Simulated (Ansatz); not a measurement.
Reference: monolayer ZrS2, PBE, rigid bands (plane waves, PAW, scalar-relativistic; Ansatz, a first-principles code); axes and stresses refer to this cell.

```xyz
3
Lattice="3.6855 0.0000 0.0000 -1.8428 3.1917 0.0000 0.0000 0.0000 18.9473" Properties=species:S:1:pos:R:3 pbc="T T T"
Zr     0.0000     0.0000     9.4737
S      0.0000     2.1278    10.9218
S      1.8428     1.0639     8.0255
```

electron conductivity mass: 0.53 mₑ
band gap: 1.20 eV
hole conductivity mass: 0.33 mₑ

```json
[
 {"Change": "biaxial strain +5 %", "electron conductivity mass": "?", "band gap": "1.63 eV", "hole conductivity mass": "1.23 mₑ"},
 {"Change": "biaxial strain -1 %", "electron conductivity mass": "0.50 mₑ", "band gap": "1.09 eV", "hole conductivity mass": "0.32 mₑ"},
 {"Change": "biaxial strain -2 %", "electron conductivity mass": "?", "band gap": "0.96 eV", "hole conductivity mass": "0.32 mₑ"},
 {"Change": "biaxial strain -3 %", "electron conductivity mass": "?", "band gap": "0.83 eV", "hole conductivity mass": "0.31 mₑ"}
]
```

### Question
Complete the blanks.

### Answer

- biaxial strain +5 %, electron conductivity mass: 0.78 mₑ
- biaxial strain -2 %, electron conductivity mass: 0.46 mₑ
- biaxial strain -3 %, electron conductivity mass: 0.43 mₑ

Masses are for dilute carriers at 300 K, harmonic means over directions unless an axis is named. Spin-orbit coupling is left out unless a row names it. The structure type is held under load, also where the real crystal would transform.

Model free-standing layer, not matched to a measured one here: monolayer ZrS2.
